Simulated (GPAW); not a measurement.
**Parameter sweep on AlRu (Pm-3m, 2 atoms in the cell)**

```
AlRu
1.0
    2.99160     0.00000     0.00000
    0.00000     2.99160     0.00000
    0.00000     0.00000     2.99160
Ru Al
1 1
Direct
  0.50000   0.50000   0.50000
  0.00000   0.00000   0.00000
```

Base run A: GPAW 25.7.0 with PBE, GPAW PAW datasets PBE (gpaw-data 1.0.1), self-consistent single point.

Its settings: mode = pw; ecut = 600 eV; xc = PBE; kpts = 11 11 11; mesh shift (steps) = 0 0 0; occupations.name = methfessel-paxton; occupations.width = 0.1 eV; occupations.order = 1; nbands = -6; symmetry.symmorphic = false; symmetry.tolerance = 0.0005; maxiter = 100.

The starting cell comes from a database of published, mostly measured structures (it also holds non-ambient and calculated ones), without a prior relaxation at this level. Spin polarisation is off. In the base run, with a pressure of about 3 GPa the cell is away from its equilibrium volume at this level.

Absolute energies have different zeros for different potentials, functionals, Hubbard and dispersion terms and are not compared across them.

Runs:
- B: xc: PBE → LDA; potentials: GPAW PAW datasets LDA (gpaw-data 1.0.1) [LDA (Perdew-Wang 92)]
- C: xc: PBE → PBEsol; potentials: GPAW PAW datasets PBEsol (made by gpaw-setup) [PBEsol]
- D: xc: PBE → RPBE; potentials: GPAW PAW datasets RPBE (gpaw-data 1.0.1) [RPBE]
- E: xc: PBE → revPBE; potentials: GPAW PAW datasets revPBE (gpaw-data 1.0.1) [revPBE]
- F: xc: PBE → BLYP; potentials: GPAW PAW datasets BLYP (made by gpaw-setup) [BLYP]
- G: xc: PBE → MGGA_X_R2SCAN+MGGA_C_R2SCAN [r2SCAN]
- H: xc: PBE → PW91; potentials: GPAW PAW datasets PW91 (made by gpaw-setup) [PW91]
- I: xc: PBE → vdW-DF2 (libvdwxc) [vdW-DF2]
- J: xc: PBE → vdW-DF-cx (libvdwxc) [vdW-DF-cx]

| run | pressure (GPa) |
|---|---|
| A | 3.24 |
| B | -7.52 |
| C | -2.54 |
| D | [?] |
| E | 5.96 |
| F | 9.36 |
| G | [?] |
| H | 2.66 |
| I | [?] |
| J | 2.37 |

Problem. What belongs in the gaps?

Solution. 
- D, pressure (GPa): 6.94
- G, pressure (GPa): -0.53
- I, pressure (GPa): 15.75
